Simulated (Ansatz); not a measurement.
AlB2-type MgB2, treated with revPBE (PAW; Ansatz, a first-principles code).

Run with plane-wave cutoff 520 eV, 24×24×16 k mesh (along the axes of the cell as run), Fermi–Dirac smearing 0.05 eV, scalar-relativistic PAW data made under PBE.

Properties against volume:

Shape and atoms are relaxed at each volume.

| V (Å³/atom) | P (GPa) | c (Å) | a (Å) |
|---|---|---|---|
| 9.410 | 6.08 | 3.485 | 3.058 |
| 9.606 | 2.90 | 3.519 | 3.075 |
| 9.802 | 0.00 | 3.553 | 3.091 |
| 9.998 | -2.64 | 3.586 | 3.108 |
| 10.194 | -5.05 | 3.619 | 3.124 |

Note: the bulk modulus comes from volumes at which shape and atoms were relaxed.
